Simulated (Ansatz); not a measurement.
Ag, response to strain

Base system: Ag in the fcc (Cu type) structure (space group Fm-3m, No. 225; relaxed with 0.1 eV smearing).

```
Ag
1.0
    0.00000     2.02691     2.02691
    2.02691     0.00000     2.02691
    2.02691     2.02691     0.00000
Ag
1
Cartesian
  0.00000   0.00000   0.00000
```

Cartesian axes are those of the cell as printed.

Strains are applied to the cell and any free atomic positions relax.

Method: PBEsol (Ansatz, a first-principles code; PAW; 420 eV plane waves; spin-orbit coupling left out).

Notes on the quantities. energy relative to the base: free energy F; pressure: mean of the normal stresses, compression positive.

| case | volume per atom | energy relative to the base | pressure |
|---|---|---|---|
| base | 16.65 Å³ | 0 meV/atom | 0.0 GPa |
| uniaxial strain ε_zz = −2.50 % | 16.24 Å³ | +5.0 meV/atom | 3.3 GPa |
| uniaxial strain ε_zz = −2.00 % | 16.32 Å³ | +3.2 meV/atom | 2.6 GPa |
| uniaxial strain ε_zz = −1.50 % | 16.40 Å³ | +1.8 meV/atom | 1.9 GPa |
| uniaxial strain ε_zz = −0.50 % | 16.57 Å³ | +0.2 meV/atom | 0.6 GPa |
| uniaxial strain ε_zz = +0.50 % | 16.74 Å³ | +0.2 meV/atom | -0.6 GPa |
| uniaxial strain ε_zz = +1.00 % | 16.82 Å³ | +0.7 meV/atom | -1.1 GPa |
| uniaxial strain ε_zz = +1.50 % | 16.90 Å³ | +1.6 meV/atom | -1.7 GPa |
| uniaxial strain ε_zz = +2.50 % | 17.07 Å³ | +4.5 meV/atom | -2.7 GPa |
| uniaxial strain ε_zz = +3.00 % | 17.15 Å³ | +6.4 meV/atom | -3.2 GPa |

Stability against distortions was not tested.
